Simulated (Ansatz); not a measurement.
**bcc W (0 0 1) on zinc-blende CuI (0 0 1) (film strained to the substrate, started from cuts of the bulks and a machine-learned relaxation; slabs Cu5I6 and W12, which can lie off the formulas)**

A periodic stack without vacuum, bcc W (0 0 1) on zinc-blende CuI (0 0 1) (film strained to the substrate, started from cuts of the bulks and a machine-learned relaxation; slabs Cu5I6 and W12, which can lie off the formulas): substrate slab Cu5I6, film W12, surface cells [[1, 0], [1, 1]] and [[-1, 1], [-1, -1]], film strained by -4.5 and -4.5 %, outermost planes I/I and W/W as cut, which need not be the usual terminations and can put a slab off its formula.

The start was prepared with a machine-learned potential, and the result is one local minimum, with the in-plane cell held and forces under 0.04 eV/Å; the film can end far from its bulk form.

Calculation: PBE (plane waves to 420 eV, PAW; Ansatz, a program for electronic structure). Spin–orbit coupling is left out; the runs are not spin-polarised. Its k-point mesh 7×7×1, Fermi–Dirac width 0.05 eV.

The interface area is 18.5 Å², the period comes out as 28.67 Å and the heights between the nearest atoms of the two slabs at the two interfaces comes out as 2.63 and 2.63 Å. The I–W contacts across the interfaces within 1.22 times the sum of covalent radii is 4, mean 2.96 Å and the estimate of the barrier is withheld, since the Fermi level falls at or inside a band of the host, which a slab this thin can't settle.

```
CELL_PARAMETERS angstrom
      4.29914     0.00000    -0.05329
      0.00003     4.29921    -0.00060
      0.36306     2.14536    28.66285
ATOMIC_POSITIONS crystal
  Cu 0.90683 0.85568 0.20556
  Cu 0.40884 0.40707 0.09992
  Cu 0.90672 0.74975 0.41746
  Cu 0.40724 0.30306 0.31151
  Cu 0.40604 0.19824 0.52311
  I  0.90684 0.38176 0.15253
  I  0.40358 0.93398 0.04631
  I  0.90694 0.27615 0.36451
  I  0.40686 0.82936 0.25852
  I  0.90573 0.16762 0.57673
  I  0.40637 0.72303 0.47052
  W  0.64737 0.84184 0.72436
  W  0.15852 0.34324 0.72434
  W  0.69940 0.36097 0.66844
  W  0.10707 0.88076 0.66840
  W  0.65267 0.78609 0.84048
  W  0.15262 0.28345 0.84050
  W  0.65386 0.31331 0.78263
  W  0.15179 0.81379 0.78263
  W  0.63908 0.77189 0.95465
  W  0.16644 0.18466 0.95464
  W  0.65376 0.26092 0.89882
  W  0.15122 0.75068 0.89880
```
